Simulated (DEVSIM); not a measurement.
Structure: illuminated Si p-on-n cell, one wavelength, at 300 K.

| layer (left to right) | material | thickness (μm) | Nd (cm⁻³) | Na (cm⁻³) | τn (s) | τp (s) | absorption coefficient (cm⁻¹) |
|---|---|---|---|---|---|---|---|
| 1 | Si | 0.170 | - | 1.1e19 | 5.8e-6 | 5.6e-6 | 620 |
| 2 | Si | 31.0 | 1e17 | - | 2e-5 | 2e-5 | 620 |

Left contact: ohmic, minority electron recombination velocity 300 cm/s. Right contact: ohmic, minority hole recombination velocity 10000 cm/s. Voltage is applied to the left contact. Recombination: SRH at mid-gap, radiative, Auger. Gap narrowing is on: ΔEg = 6.92 meV × (l + √(l² + 0.5)), l = ln(N/1.3e17 cm⁻³), shared equally by both band edges. Light enters at the left, 9.5e16 photons cm⁻² s⁻¹, one pass, no reflection. Mobility is μmin + (μ − μmin)/(1 + (N/Nref)^α).

Constants are typed, rounded textbook-type inputs, not results; the design itself was drawn at random and stands for no fabricated device. Values at 300 K.

```
parameter           Si
-------------  -------
gap (eV)         1.124
affinity (eV)     4.05
permittivity      11.7
Nc (cm⁻³)      2.86e19
Nv (cm⁻³)       3.1e19
μn (cm²/Vs)       1417
μp (cm²/Vs)        470
μn,min              52
μp,min              45
Nref,n          9.7e16
Nref,p          2.2e17
αn                0.68
αp                0.72
B (cm³/s)      4.7e-15
Cn (cm⁶/s)     2.8e-31
Cp (cm⁶/s)     9.9e-32
```

Simulated with DEVSIM: 1D drift-diffusion, Boltzmann statistics, complete ionisation; no tunnelling, impact ionisation, image-force lowering or self-heating.

The thickness of layer 2 was swept, all else fixed.

| thickness of layer 2 (μm) | short-circuit current (mA/cm²) | dark forward voltage at 100 A/cm² (V) | largest power (mW/cm²) | open-circuit voltage (V) |
|---|---|---|---|---|
| 6.2 | 4.02 | 0.835 | 1.86 | 0.566 |
| 11 | 5.73 | 0.845 | 2.75 | 0.583 |
| 19 | 7.65 | 0.857 | 3.78 | 0.599 |
| 31 | 9.44 | 0.871 | 4.81 | 0.613 |
| 53 | 11.2 | 0.887 | 5.85 | 0.628 |
| 93 | 12.5 | 0.904 | 6.71 | 0.640 |
| 160 | (withheld) | (withheld) | 7.16 | (withheld) |

**Question.** Fill in the missing entries.

**Answer.** 
- 160, short-circuit current (mA/cm²): 13.2
- 160, dark forward voltage at 100 A/cm² (V): 0.928
- 160, open-circuit voltage (V): 0.648
